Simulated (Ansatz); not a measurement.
**Effect of biaxial strain −0.69 %, plane normal [001], relaxed out of plane on CoSn**

Start from CoSn (space group P6/mmm, No. 191; a = 5.242 Å, c = 4.188 Å; non-magnetic). Axes: x lies along a and z along c of the hexagonal cell.

It is then changed as follows: biaxial strain −0.69 %, plane normal [001], relaxed out of plane (Cartesian); in-plane vectors clamped, the third vector and the atoms free.

Method: DFT with r2SCAN, PAW potentials and a 500 eV plane-wave cutoff in Ansatz (a quantum-chemistry and plane-wave program), spin-orbit coupling left out. Settings: 10×10×11 k-points, 0.05 eV Fermi–Dirac smearing.

| quantity | base | changed | shift |
|---|---|---|---|
| volume per atom | 16.61 Å³ | 16.43 Å³ | -0.173 Å³ |
| space group | P6/mmm (No. 191) | P6/mmm (No. 191) | – |
| pressure (mean of the normal stresses, compression positive) | 0.0 GPa | 1.6 GPa | +1.6 GPa |
| band gap | zero | zero | – |
| out-of-plane strain (rough) | – | +0.34 % | – |
| mean in-plane stress (compression positive) (rough) | – | +2.3 GPa | – |

Without a gap, meshes like the base's 10×10×11 leave anisotropic stresses uncertain by several tenths of a GPa, and small strain energies with them. Stability against distortions was not tested. Starting moments died away, wholly or in part, for the base; another magnetic solution may exist. All final runs are without spin polarisation.
